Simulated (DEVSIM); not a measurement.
System: abrupt Ge p-n junction, at 300 K.

Layer 1 from the left is Ge, thickness (μm) 1.60, Na (cm⁻³) 6.3e17, τn (s) 0.00047, τp (s) 0.00047. Layer 2 from the left is Ge, thickness (μm) 63.0, Nd (cm⁻³) 1.2e16, τn (s) 0.00047, τp (s) 0.00047.

Left contact: ohmic. Right contact: ohmic. Voltage is applied to the left contact. Recombination: SRH at mid-gap, radiative. Mobility is μmin + (μ − μmin)/(1 + (N/Nref)^α).

This is a model device: material constants are rounded textbook-type values typed into the input, and sizes, dopings and lifetimes were drawn at random. Values at 300 K.

Ge: gap (eV) 0.664, affinity (eV) 4, permittivity 16, Nc (cm⁻³) 1.04e19, Nv (cm⁻³) 6e18, μn (cm²/Vs) 3900, μp (cm²/Vs) 1900, μn,min 150, μp,min 100, Nref,n 2.6e17, Nref,p 4e17, αn 0.56, αp 0.6, B (cm³/s) 6.4e-14.

Q: Estimate by hand the built-in potential, the peak field at zero bias, the capacitance at -0.75 V, and compare with a numerical solution.

A: 
- Built-in potential: ni = √(Nc Nv) exp(−Eg/2kT) = 2.09e13 cm⁻³ with Eg = 0.664 eV; Vbi = kT/q ln(Na Nd/ni²) = 0.431 V; numerical 0.431 V.
- Peak field at zero bias: depletion approximation: W = √(2εVbi/(qN)) = 0.254 μm with N = 1.18e16 cm⁻³; field = 2Vbi/W = 33900 V/cm; numerical 45200 V/cm (estimate below by 25 %).
- Capacitance at -0.75 V: C = √(qεN / 2(Vbi + |V|)) = 33.6 nF/cm²; numerical 34.6 nF/cm² (estimate below by 2.7 %).

DEVSIM, 1D drift-diffusion, Boltzmann statistics, complete ionisation; no tunnelling, impact ionisation, image-force lowering or self-heating.
